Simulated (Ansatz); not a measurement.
## fcc Cu (1 1 1) on 3C silicon carbide (0 0 1) (film strained to the substrate, faces as cut)

A periodic stack without vacuum, fcc Cu (1 1 1) on 3C silicon carbide (0 0 1) (film strained to the substrate, faces as cut): substrate slab C18Si15, film Cu25, surface cells [[0, -1], [3, 1]] and [[1, -2], [3, -1]], film strained by -1.5 and +2.4 %, faces C/C and Cu/Cu as cut (like faces can put a slab off its formula).

The start was prepared with a machine-learned potential, and the result is one local minimum, with the in-plane cell held and forces under 0.04 eV/Å; the film can end far from its bulk form.

Level of theory: PBE (plane waves to 420 eV, PAW; Ansatz, a first-principles code). Scalar-relativistic, without spin–orbit coupling; the runs are not spin-polarised; PBE gaps are too small against experiment. Its k-point mesh 6×4×1, Fermi–Dirac width 0.05 eV.

interface area: 28.8 Å²
period: 22.28 Å
gaps between the outermost planes at the two interfaces: 1.27 and 1.27 Å
C–Cu contacts across the interfaces within 1.22 times the sum of covalent radii: 16, mean 2.03 Å
Cu–Si contacts across the interfaces within 1.22 times the sum of covalent radii: 6, mean 2.75 Å
hole barrier (PBE): 0.76 eV
electron barrier (PBE): 0.62 eV

```xyz
58
Lattice="4.3800 0.0000 0.0147 2.1899 6.5699 0.0507 1.5418 1.6092 22.2923" Properties=species:S:1:pos:R:3 pbc="T T T"
C      2.9299     1.1455     2.9527
C      5.0971     3.3578     2.9285
C      2.9499     5.5053     2.9329
C      0.7488     1.1601     0.8533
C      2.7801     3.2052     0.7420
C      5.2757     5.6839     0.7551
C      2.9200     1.1181     7.2987
C      5.0963     3.3051     7.3177
C      2.9158     5.4987     7.3275
C      0.7336     1.1305     5.1003
C      2.9140     3.3243     5.1251
C      5.1172     5.5109     5.1436
C      3.0526     0.9437    11.6726
C      4.9347     3.4159    11.7120
C      2.8994     5.4717    11.5803
C      0.7379     1.1241     9.4911
C      2.8835     3.2728     9.5153
C      5.0970     5.4813     9.4924
Si     6.2233     6.6061     4.0564
Si     1.8192     2.2414     4.0132
Si     4.0186     4.4243     4.0454
Si     4.0695     6.6230     1.8689
Si     3.9883     2.2529     1.8407
Si     1.8351     4.4399     1.8134
Si     6.2073     6.5921     8.4447
Si     1.8146     2.2054     8.3890
Si     3.9934     4.3876     8.4224
Si     4.0208     6.5996     6.2429
Si     4.0090     2.2173     6.2097
Si     1.8186     4.4115     6.2256
Si     4.0359     6.5759    10.6151
Si     3.9980     2.1898    10.6178
Si     1.7666     4.3749    10.6000
Cu     3.9686     4.6997    12.9911
Cu     6.1977     6.2239    13.0070
Cu     4.0212     7.4813    13.2848
Cu     3.9941     2.1635    13.1994
Cu     6.1565     3.4224    13.2757
Cu     5.4693     2.1441    15.3335
Cu     3.2864     3.4708    15.2867
Cu     5.4606     4.7990    15.2417
Cu     3.2662     6.0581    15.2039
Cu     5.4850     7.3903    15.3051
Cu     4.7531     6.0659    17.3418
Cu     6.9661     7.3827    17.3817
Cu     2.6056     2.1399    17.3700
Cu     4.7868     3.4521    17.3972
Cu     6.9585     4.7518    17.3638
Cu     6.2859     3.4133    19.5301
Cu     4.0560     4.7460    19.4488
Cu     6.2697     6.0583    19.3990
Cu     4.0796     7.3914    19.4538
Cu     4.0970     2.1532    19.4905
Cu     5.5900     7.3249    21.4824
Cu     5.5962     2.0203    21.7405
Cu     3.3534     3.5550    21.7378
Cu     5.5274     4.8161    21.4632
Cu     7.7409     6.0608    21.5319
```
